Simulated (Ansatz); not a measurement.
The starting structures come from a database of crystals and need not be the phases stable at ambient conditions.

Here is the system:

```xyz
2
Lattice="4.3621 0.0000 0.0000 0.0000 6.1690 0.0000 2.1811 3.0845 2.1811" Properties=species:S:1:pos:R:3 pbc="T T T"
Ag     0.0000     0.0000     0.0000
I      0.0000     3.0845     0.0000
```

The cell is taken as given; by PBEsol it stands under a pressure of -3.3 GPa.

Transport runs along the normal of the first two printed cell vectors, the (110) plane of the conventional cell.

No gap correction and no spin-orbit coupling; mid-gap is the computed energy nearest the middle.

### Question
State the band gap and the smallest decay constant κ at mid-gap according to PBEsol (Ansatz, a quantum-chemistry and plane-wave program).

### Answer
Gap 0.63 eV on a 14×14×14 mesh; κ = 0.124 1/Å, at the zone centre.
